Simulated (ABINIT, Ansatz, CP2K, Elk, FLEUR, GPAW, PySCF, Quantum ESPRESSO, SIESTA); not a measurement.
BP (F-43m, 2 atoms in the cell) computed with different codes at matched settings

Self-consistent single point, at a second geometry (lattice scaled by 0.98). First geometry:

```yaml
crystal:
  lattice:
    - [0.00000, 2.26607, 2.26607]
    - [2.26607, 0.00000, 2.26607]
    - [2.26607, 2.26607, 0.00000]
  atoms:
    - { symbol: B, position: [0.00000, 0.00000, 0.00000] }
    - { symbol: P, position: [0.25000, 0.25000, 0.25000] }
```

Shared settings, as Ansatz (a first-principles code) writes them: kpoints.mp_grid.grid = 10 10 10; scf.occupations.method = fixed. Potentials and cutoffs stand in the table.

```
code                                                                                                                                model  ΔF from the first geometry (meV/atom)  gap on the mesh (eV)           cutoff
----------------  -----------------------------------------------------------------------------------------------------------------------  -------------------------------------  --------------------  ---------------
PySCF                            PBE, Gaussian basis gth-dzvp-molopt-sr, GTH pseudopotentials gth-pbe, FFT density fitting with multigrid                                   31.0                 1.220       grid 60 Ha
ABINIT                                                           PBE, norm-conserving pseudopotentials (PseudoDojo nc-sr-05 PBE standard)                                   30.2                 1.165            38 Ha
FLEUR                                                                        PBE, all-electron FLAPW (FLEUR), scalar-relativistic valence                                   31.6                 1.159  Kmax 4.4 1/bohr
Elk                                                          PBE, all-electron FP-LAPW, Elk's shipped species files, default APW+lo basis                                   35.7                 1.182          default
Quantum ESPRESSO                                                          PBE, PseudoDojo standard norm-conserving (PBE) pseudopotentials                                   30.2                 1.165            80 Ry
CP2K                                                              PBE, GPW, DZVP-MOLOPT-SR-GTH basis, GTH-PBE potentials (GTH_POTENTIALS)                                   30.9                 1.220      grid 400 Ry
GPAW                                                                                         PBE, GPAW PAW datasets PBE (gpaw-data 1.0.1)                                   32.8                 1.154           900 eV
Ansatz                                                                                                                     PBE, PAW files                                   30.9                 1.154           420 eV
SIESTA            GGA PBE, numerical atomic orbitals DZP, PseudoDojo PBE standard norm-conserving potentials (rewritten from UPF to PSML)                                   43.4                 1.144      grid 400 Ry
```

Gaps are read on the mesh.

The spread over the programs that give each value: ΔF from the first geometry within 13.2 meV/atom; gap on the mesh within 0.076 eV.

PySCF, CP2K and SIESTA use small atom-centred bases, whose incompleteness enters pressures, forces and empty levels differently from a plane-wave cutoff. FLEUR and Elk treat all electrons, but the usual bases taken here (sphere radii, linearisation, local orbitals, empty states) were not tested for convergence, so the values are no reference for the others. In the pressure, SIESTA (by 3.56) lies more than 1 GPa from the median of the plane-wave programs.

The starting cell comes from a database of computed structures (which also holds hypothetical and non-ambient phases and stackings), without a prior relaxation at this level. For this run, on top of that: lattice scaled by 0.98.

Keys are those of Ansatz 0.2.
